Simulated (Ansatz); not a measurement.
# Ni2Si under a change: uniaxial strain ε_xx = +2.20 %

The parent structure is Ni2Si (space group Pnma, No. 62; a = 5.021 Å, b = 3.731 Å, c = 7.076 Å; non-magnetic). Axes: x, y, z lie along a, b, c of the conventional cell.

Now apply this change: uniaxial strain ε_xx = +2.20 %, all other strain components held at zero; the atoms relax in the strained cell.

Calculations: PBE (Ansatz, an electronic-structure program, PAW, no SOC), earlier PAW set. Γ-centred 8×10×6 mesh, Fermi–Dirac width 0.05 eV.

- Space group: Pnma (No. 62) (base Pnma (No. 62))
- Shortest interatomic distance: 230.7 pm (base 231.1 pm)
- Energy relative to the base (free energy F): +3.4 meV/atom
- Pressure (mean of the normal stresses, compression positive): -3.4 GPa (base 0.0 GPa)
- Band gap: zero (base zero)
- Largest internal atomic displacement: 0.031 Å
- Stress (xx, yy, zz, yz, xz, xy; compression positive): (-4.3, -3.0, -3.0, 0.0, 0.0, 0.0) GPa (rough)

Cost of the whole job for the changed cell (relaxation, final SCF and bands): about 7 core-minutes (a rough figure).

Without a gap, meshes like the base's 8×10×6 leave anisotropic stresses uncertain by several tenths of a GPa, and small strain energies with them. Stability against distortions was not tested. Starting moments died away, wholly or in part, for the base; another magnetic solution may exist. All final runs are without spin polarisation.
